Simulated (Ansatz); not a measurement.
O interstitial started as a split pair with O in beta Ga2O3

Method: PBE, PAW (plane waves to 420 eV; Ansatz, a program for electronic structure). The supercell holds 160 host sites (1×4×2 repeats of a cell of 20 atoms), with a Γ-point k-point sampling for the final energies. Site at the start: split with O(1). Finite-size correction: monopole term and site-potential alignment. Dielectric constants: PBE linear response of the host. Host gap at this level: 2.00 eV. Zone-centre sampling of a cell this small can put levels off by half an eV or more. The semilocal functional narrows the gap, so deep levels can fall outside it. Spin–orbit coupling is left out. Each state is the lowest found from its start.

Formation energies E_f are given with the Fermi level at the valence-band maximum. Chemical conditions: Ga-rich (Δμ(O) = -3.04 eV; only phases computed here count, gases as isolated molecules at 0 K); O-rich (Δμ(O) = 0.00 eV; only phases computed here count, gases as isolated molecules at 0 K). Reference phases: O: O2 molecule in a box.

The name describes the start; the neighbours show where the atoms ended.

Charges with a result: +1, 0, −1, −2. Others weren't obtained, and one of them could lie lower, also by skipping a charge.

| charge | moment (μB) | point group | largest move off a lattice site (Å) | neighbours of the last O atom of the defect at the end (Å) | image correction with alignment (eV) | E_f, Ga-rich (eV) | E_f, O-rich (eV) | above the lowest spin state (eV) |
|---|---|---|---|---|---|---|---|---|
| +1 | 1.0 | C1 | 0.43 | O 1.37, Ga 1.94, Ga 1.96, O 2.63, O 2.67 | 0.19 | 5.41 | 2.38 | 0.00 |
| 0 | 0.0 | C1 | 0.32 | O 1.46, Ga 1.88, Ga 1.89, O 2.59, O 2.62, Ga 2.67, O 2.69 | 0.00 | 5.80 | 2.76 | 0.00 |
| 0 | not spin-polarised | C1 | 0.32 | O 1.46, Ga 1.88, Ga 1.89, O 2.59, O 2.62, Ga 2.67, O 2.69 | 0.00 | 5.80 | 2.76 | 0.00 |
| −1* | quenched | – | 0.39 | O 1.48, Ga 1.86, Ga 1.93, O 2.50 | – | – | – | 0.00 |
| −2* | not spin-polarised | C1 | 0.41 | O 1.48, Ga 1.86, Ga 1.94, O 2.49 | – | – | – | 0.00 |

* At this level the carrier isn't localised at the defect: at charge −1 electrons occupy the conduction band; at charge −2 electrons occupy the conduction band. Such a state is shallow or no state of the defect, and this cell gives it no level.

Point groups are those of the whole cell at tolerances of 0.03 and 0.1 Å ("near" where only the looser one holds); none is given for unsettled states.

Starting moments that weren't kept: charge 0 began with 2 μB and ended with 0.0; charge −1 began with 1 μB and ended with 0.0.

Not the lowest form: the same atoms on another site or from another start ended lower, by 0.55 eV at charge +1; by 0.61 eV at charge 0. The levels below are those of this configuration alone.

Transition levels above the valence-band maximum: ε(+1/0) = 0.38 eV.

Flagged in the runs: a doubtful potential alignment, a host whose relaxation on this sampling wasn't shown to rest, a strain field that reaches the edge of the cell, zone-centre sampling.
